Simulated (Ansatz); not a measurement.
Zinc-blende TlBr (model structure) was calculated with LDA in Ansatz (PAW).

Run with plane-wave cutoff 500 eV, 10×10×10 k mesh, Fermi–Dirac smearing 0.05 eV, scalar-relativistic PAW data made under PBE.

Cell (relaxed at this level):

```cif
data_BrTl
_chemical_formula_sum 'Tl1 Br1'
_space_group_name_H-M_alt 'P 1'
_space_group_IT_number 1
_cell_length_a 5.05610
_cell_length_b 5.05610
_cell_length_c 5.05610
_cell_angle_alpha 60.000
_cell_angle_beta 60.000
_cell_angle_gamma 60.000
loop_
_space_group_symop_operation_xyz
  'x, y, z'
loop_
_atom_site_label
_atom_site_type_symbol
_atom_site_fract_x
_atom_site_fract_y
_atom_site_fract_z
_atom_site_occupancy
Tl1 Tl 0.00000 0.00000 0.00000 1
Br1 Br 0.25000 0.25000 0.25000 1
```

**Question.** Estimate the band gap that the calculation returns.

**Answer.** 
- band gap: 2.44 eV (on the SCF k mesh)

Note: the relaxation could raise the start's symmetry but not lower it, so the cell can be a saddle point.

Spin–orbit coupling is not included; with these elements it can move the gap by several tenths of an eV or more.

The computed numbers hold no vibrational or temperature effects.

Computing time: around 50 core-seconds (rough).

A model structure was made by putting elements into a prototype or built by hand; it is no filed structure, need not be a known phase, and can be a saddle point held by its symmetry.

Ansatz is a quantum-chemistry and plane-wave program.
